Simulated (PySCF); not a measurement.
PySCF 2.14.0, PBE/def2-svp, df: Cr(O)(NH)(OH)(Me) ([CH3][Cr](=[NH])(=[O])[OH]), 10 atoms. The geometry is a generated start, not checked to be a minimum at this level.

| Item | Result |
|---|---|
| task | energy |
| method | pbe |
| basis | def2-svp |
| two-electron scheme | density fitting |
| mol.max_memory | 3000 MB |
| mf.max_cycle | 100 |
| mf.init_guess | minao (default) |
| mf.DIIS | CDIIS (default) |
| mf.diis_space | 8 (default) |
| mf.conv_tol | 1e-09 (default) |
| mf.grids.level | 3 (default) |
| basis functions | 112 |
| grid points | 126128 |

```xyz
10

Cr     0.5719     0.3488    -0.5132
O      2.0367     0.0877    -0.0816
N      0.0345    -0.6991    -1.6413
H     -0.0715    -1.4033    -2.3621
O     -0.1952     1.8242    -0.4514
H     -0.5958     2.6940    -0.4443
C     -0.3228    -0.5940     1.1429
H     -0.2306    -1.6769     1.1165
H     -1.3830    -0.3450     1.1816
H      0.1558    -0.2364     2.0528
```

Charge 0 and multiplicity 1 are set for this test and not shown to be the ground state.

One run each on 2 threads, 1 BLAS thread. Values of level_shift (Hartree) tried: 0 (default), 0.1, 0.3, 1.

Task: Which value of level_shift (Hartree) needs the fewest Fock builds, and what happens away from it?

Result: Fewest Fock builds, within one of each other: 0 (default) with 19, 0.1 with 18. The count rises to 23 at 0.3. The run ends without SCF convergence in 100 cycles at 1.

```tsv
level_shift (Hartree)	Fock builds	end
0 (default)	19	same solution
0.1	18	same solution
0.3	23	same solution
1	60	no convergence
```
